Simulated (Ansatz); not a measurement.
# Cu: response to strain

Start from Cu in the fcc (Cu type) structure (space group Fm-3m, No. 225; a = 3.5638 Å; relaxed with 0.1 eV smearing). Axes: x, y, z lie along the cube axes.

Strains are applied to the cell and any free atomic positions relax.

All numbers come from PBEsol (Ansatz, an electronic-structure program), no spin-orbit coupling.

Notes on the quantities. energy relative to the base: free energy F.

```csv
change,energy relative to the base,volume per atom
base,0 meV/atom,11.32 Å³
uniaxial strain ε_zz = −3.00 %,+7.0 meV/atom,10.98 Å³
uniaxial strain ε_zz = −1.50 %,+1.7 meV/atom,11.15 Å³
uniaxial strain ε_zz = −1.00 %,+0.7 meV/atom,11.20 Å³
uniaxial strain ε_zz = −0.50 %,+0.2 meV/atom,11.26 Å³
uniaxial strain ε_zz = +0.50 %,+0.2 meV/atom,11.37 Å³
uniaxial strain ε_zz = +1.00 %,+0.7 meV/atom,11.43 Å³
uniaxial strain ε_zz = +1.50 %,[?],11.49 Å³
uniaxial strain ε_zz = +2.00 %,+2.9 meV/atom,11.54 Å³
uniaxial strain ε_zz = +3.00 %,+6.4 meV/atom,11.65 Å³
```

Question: Some entries are withheld; estimate them.

Answer: 
- uniaxial strain ε_zz = +1.50 %, energy relative to the base: +1.6 meV/atom

No phonon test of stability was made. The final runs are not spin-polarised.
